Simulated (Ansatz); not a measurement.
CuI: biaxial strain +0.42 %, plane normal [111], relaxed out of plane

The reference is CuI in the zinc blende structure (space group F-43m, No. 216; a = 5.939 Å). Axes: x, y, z lie along the cube axes.

The change: tensile biaxial strain of 0.42 % in the plane normal to [111], as in epitaxy on a mismatched substrate; the out-of-plane cell vector and the atoms relax.

The values are results of Ansatz (a quantum-chemistry and plane-wave program) PBEsol, spin-orbit coupling left out, not measurements. Γ-centred 10×10×10 mesh, Fermi–Dirac width 0.05 eV.

* **Volume per atom**: 26.32 Å³ (base 26.19 Å³)
* **Space group**: R3m (No. 160) (base F-43m (No. 216))
* **Shortest interatomic distance**: 2.575 Å (base 2.572 Å)
* **Energy relative to the base (free energy F)**: +0.3 meV/atom
* **Pressure (mean of the normal stresses, compression positive)**: -0.24 GPa (base 0.00 GPa)
* **Band gap**: 1.15 eV (base 1.17 eV)
* **Gap character**: direct at Γ (base direct at Γ)
* **Electron mass**: 0.14 mₑ (at Γ) (base 0.14 mₑ (at Γ))
* **Valence-band top at Γ (three highest levels, from the VBM)**: 0.00, -0.01, -0.01 eV (base 0.00, 0.00, 0.00 eV)
* **Valley order (the lowest conduction-band minima on the path, energy above the VBM, named in the base's zone)**: Γ 1.15 eV; L along [111] 2.05 eV; L along [1-1-1] 2.12 eV; X along [001] 2.47 eV (base Γ 1.17 eV; L along ⟨111⟩ 2.11 eV; X along ⟨100⟩ 2.47 eV)
* **Out-of-plane strain**: -0.34 %
* **Mean in-plane stress (compression positive)**: -0.4 GPa

Final structure (turned so that z lies along the plane normal):

```yaml
crystal:
  lattice:
    - [4.21737, 0.00000, 0.00000]
    - [2.10869, 3.65235, 0.00000]
    - [2.10869, -1.21745, 3.41737]
  atoms:
    - { symbol: Cu, position: [0.00117, 0.99942, 0.99825] }
    - { symbol: I, position: [0.49883, 0.25058, 0.75175] }
```

Spin-orbit coupling, missing from the scalar runs, can matter with I. Masses are band curvatures over ±0.01 Å⁻¹ around the edge. Whether these cells are dynamically stable was not tested. All final runs are without spin polarisation. k-point labels follow each cell's own Brillouin zone.
